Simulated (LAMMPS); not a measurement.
LAMMPS 22 Jul 2025, classical MD, Stillinger-Weber (Si.sw): Si, 32768 atoms.

```text
units metal
atom_style atomic
read_data unit.data
replicate 16 16 16
pair_style sw
pair_coeff * * Si.sw Si
velocity all create 1600 4928 dist gaussian loop geom
fix 1 all nve
fix 2 all langevin 800 800 0.04 9876 zero yes
timestep 0.001
thermo 100
run 300
reset_timestep 0
write_restart start.rst
```

```text
read_restart start.rst
pair_style sw
pair_coeff * * Si.sw Si
neighbor 2.0 bin
neigh_modify every 1 delay 0 check yes
fix 1 all nve
timestep 0.001
thermo_style custom step temp pe etotal press
thermo_modify format float %.10g
thermo 100
group probe id 1:48
dump probe probe custom 1000000 forces.txt id fx fy fz
dump_modify probe sort id format float %.8g
run 2000
```

box: 86.9 × 86.9 × 86.9 Å.

start: generated diamond lattice, warmed in an untimed run.

Compared values: energy and forces of the first step, drift over the run.

It runs on a single node (Arm Neoverse V2, 96 cores on 1 socket, no SMT, 1 L3 cache group).

Times are wall-clock medians of two to five runs, from launch to exit, with nothing else on the machine. Processes are pinned to neighbouring cores unless said otherwise. The times hold for this build (PyPI wheel: MPICH, OPENMP and OPT packages). Scratch files lie in a memory file system. A preparatory run goes ahead and isn't timed.

```json
[
 {"cores": "2", "layout": "2 ranks", "wall time": "41 s", "speed-up over 2": "1.0×", "efficiency": "100 %", "core-seconds": "81"},
 {"cores": "4", "layout": "4 ranks", "wall time": "21 s", "speed-up over 2": "2.0×", "efficiency": "99 %", "core-seconds": "82"},
 {"cores": "8", "layout": "8 ranks", "wall time": "10 s", "speed-up over 2": "3.9×", "efficiency": "97 %", "core-seconds": "84"},
 {"cores": "16", "layout": "16 ranks", "wall time": "5.4 s", "speed-up over 2": "7.5×", "efficiency": "94 %", "core-seconds": "87"},
 {"cores": "32", "layout": "32 ranks", "wall time": "2.9 s", "speed-up over 2": "14×", "efficiency": "88 %", "core-seconds": "92"},
 {"cores": "48", "layout": "48 ranks", "wall time": "2.0 s", "speed-up over 2": "20×", "efficiency": "83 %", "core-seconds": "98"},
 {"cores": "64", "layout": "64 ranks", "wall time": "1.6 s", "speed-up over 2": "25×", "efficiency": "78 %", "core-seconds": "100"},
 {"cores": "88", "layout": "88 ranks", "wall time": "1.4 s", "speed-up over 2": "30×", "efficiency": "68 %", "core-seconds": "120"}
]
```

Efficiency, counted from 2 cores, stays above one half up to 88 cores, the most tried. The shortest time, 1.4 s, comes at 88 cores. The share that grows most is that of set-up, start and exit outside the loop: from 0.38 % of the time on 2 cores to 21 % on 88. The largest part on 88 cores, pair forces (Pair), takes 40 s on 2 and 0.89 s there.
